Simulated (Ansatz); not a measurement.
System: Hf₂N₂O (Cc, No. 9, 10 atoms in the cell; start mp-1178187). Method: r²SCAN+SOC (plane waves, PAW; Ansatz, an electronic-structure program).

Input file:

Ansatz 0.2 input:
```yaml
crystal:
  lattice:
    - [4.6567701082, -2.7475648856, 0.0029109991]
    - [4.6567701082, 2.7475648856, 0.0029109991]
    - [-3.1953266686, 0.0, 4.847235212]
  atoms:
    - { symbol: Hf, position: [0.6703432428, 0.1343319878, 0.4270295055] }
    - { symbol: Hf, position: [0.1343319878, 0.6703432428, 0.9270295055] }
    - { symbol: Hf, position: [0.8496641142, 0.3711418567, 0.0707712373] }
    - { symbol: Hf, position: [0.3711418567, 0.8496641142, 0.5707712373] }
    - { symbol: N, position: [0.0405650727, 0.9490551299, 0.7353683629] }
    - { symbol: N, position: [0.9490551299, 0.0405650727, 0.2353683629] }
    - { symbol: N, position: [0.545274958, 0.7457774003, 0.2530482341] }
    - { symbol: N, position: [0.7457774003, 0.545274958, 0.7530482341] }
    - { symbol: O, position: [0.2517104502, 0.4421357874, 0.2637826602] }
    - { symbol: O, position: [0.4421357874, 0.2517104502, 0.7637826602] }
basis:
  ecutwfc: 560
  ecutrho_ratio: 4
  xc_grid: 3
kpoints:
  mp_grid: { grid: [6, 6, 6] }
hamiltonian:
  xc: r2scan
  dispersion: none
  pseudopotentials: { kind: paw }
scf:
  occupations: { method: fermi_dirac, width: 0.01 }
  convergence: { dr2_threshold: 0.000000001 }
output:
  forces: true
  stress: true
  eigenvalues: true
magnetization:
  noncollinear: true
  spin_orbit: true
```

From the output:

```
Crystal: 10 atoms, lattice volume = 124.090 Å³
Basis set: ecut = 560 eV, 3725 PW (Γ), exchange–correlation on 135×135×135 points (27 copies of the dense FFT grid, shifted against one another)
Bands: 164, of which v1, the nominal top of the filled ones, is band 136 counted from 1 (135 counted from 0)
Symmetry: 2 space group operations + 2 with time reversal
k-points: 68 of 216 (time reversal used)
Initial density: superposition of atomic densities (chi_scale 0.1, normalization cell, long waves kept (reshape's long-wave potential 0.01 eV rms))
Functional: x = r2scan, c = r2scan; τ floored in thin density (d = 2e-4 eV/Å³)
spin=Noncollinear: Resta preconditioning applied to the charge; magnetization (m_x, m_y, m_z) channels mix plain (no charge-response kernel on spin).
SCF 1 converged in 14 iterations: F = -65525.139581 eV  dr2 = 9.44e-10
SCF converged after 14 iterations
Free energy (F): -65525.139581 eV
Internal energy: -65525.139581 eV  (E = F + TS)
E sigma→0 (E₀):  -65525.139581 eV
Fermi energy:    17.222704 eV
--- Forces (eV/Å), atoms counted from 1 ---
  atom   1  Hf    -0.00663300    -0.02770030    -0.04176496
  atom   2  Hf    -0.00663300     0.02770030    -0.04176496
  atom   3  Hf    -0.04239450    -0.00727390     0.03412613
  atom   4  Hf    -0.04239450     0.00727390     0.03412613
  atom   5  N     -0.00990411    -0.08766379     0.04163057
  atom   6  N     -0.00990411     0.08766379     0.04163057
  atom   7  N      0.06489010    -0.04240207    -0.01410747
  atom   8  N      0.06489010     0.04240207    -0.01410747
  atom   9  O     -0.00594558    -0.00972441    -0.01987939
  atom  10  O     -0.00594558     0.00972441    -0.01987939
--- Stress (GPa, compression-positive) ---
        2.326928       0.000000       0.140828
        0.000000       2.115129      -0.000000
        0.140822      -0.000000       2.460036
  P = ⅓ Tr σ = 2.3007 GPa (23.007 kbar)
```

The PAW data were made under PBE.

Note: cell and atoms aren't relaxed at this level (largest force component 0.09 eV/Å, pressure 2.3 GPa).

A start named mp-… is a Materials Project structure, which need not be a measured phase.
